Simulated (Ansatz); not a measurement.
## Migration barriers: Al-vacancy pair in fcc Ag, neutral cell

Consider Al-vacancy pair (Al on one host Ag site, one Ag site vacant) in fcc Ag, neutral cell. Computed with PBE, PAW (plane waves to 420 eV; Ansatz, a first-principles code).

Settings: 32 host sites, the relaxed PBE lattice, a 2×2×2 k-point mesh shifted by half a step, smearing 0.10 eV, spin-restricted, no image-charge correction. Static, classical nuclei. Forms of the defect that were not tried may lie lower.

Barriers: single points on a 4×4×4 k-point mesh shifted by half a step at the bands' geometries (they differ from the bands' own by up to 0.13 eV, and are uncertain by about as much).

| Route | Start site over the lowest site run (eV) | Hop (Å) | Forward barrier (eV) | Backward barrier (eV) | Neighbours at the start | Neighbours at the saddle | Saddle order | Forward, on the band's own sampling (eV) |
|---|---|---|---|---|---|---|---|---|
| Al and the vacancy change places (Al-vacancy distance between ideal sites 2.93 Å throughout) | 0.00 | 3.00 | 0.45 | 0.45 | 5 Ag at 2.86, 4 Ag at 2.89, 2 Ag at 2.91 Å | 4 Ag at 2.60, 2 Ag at 3.18, 2 Ag at 3.20 Å | not checked, on a symmetry element | 0.43 |
| a nearby Ag atom hops onto the vacant site (Al-vacancy distance between ideal sites 2.93 Å throughout) | 0.00 | 2.74 | 0.47 | 0.47 | Ag at 2.83, 2 Ag at 2.88, 2 Ag at 2.92, 3 Ag at 2.97, 2 Ag at 3.01; Al at 2.85 Å | Ag at 2.70, Ag at 2.72, Ag at 2.80, 2 Ag at 3.02, 2 Ag at 3.34; Al at 2.59 Å | not checked, on a symmetry element | 0.34 |

Paths come from CI-NEB runs.  A band can be held on a symmetry element, so unchecked saddle points there may be too high.
